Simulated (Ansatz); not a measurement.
Take Fe$_{2}$O$_{3}$ in the corundum structure (space group R-3c, No. 167; a = 4.774 Å, c = 13.312 Å (hexagonal axes); ferromagnetic) as the base. Axes: x lies along a and z along c of the hexagonal cell.

All numbers come from PBE, PAW, 420 eV (Ansatz, an electronic-structure program; no spin-orbit coupling), earlier PAW set.

Before the change:

The volume per atom comes out as 8.76 Å³, the pressure comes out as 0.0 GPa and the largest site moment is 0.86 μB.

One thing is altered: biaxial strain +0.47 %, plane normal [001], relaxed out of plane (Cartesian); in-plane vectors clamped, the third vector and the atoms free.

Q: Estimate the effect on the volume per atom, pressure, largest site moment and energy relative to the base.

A: The volume per atom increases by 0.038 Å³ to 8.79 Å³; the pressure (mean of the normal stresses, compression positive) goes from zero to -1.0 GPa; the largest site moment stays 0.86 μB; the energy goes up by 0.4 meV/atom.

No phonon test of stability was made. No Hubbard U is applied and the magnetic state is the run's own (Fe2O3 ferromagnetic); small cells can't hold the antiferromagnetic order that many such compounds have, so gaps and moments can be off. In its common phase, real Fe2O3 is an antiferromagnetic insulator at low temperature.
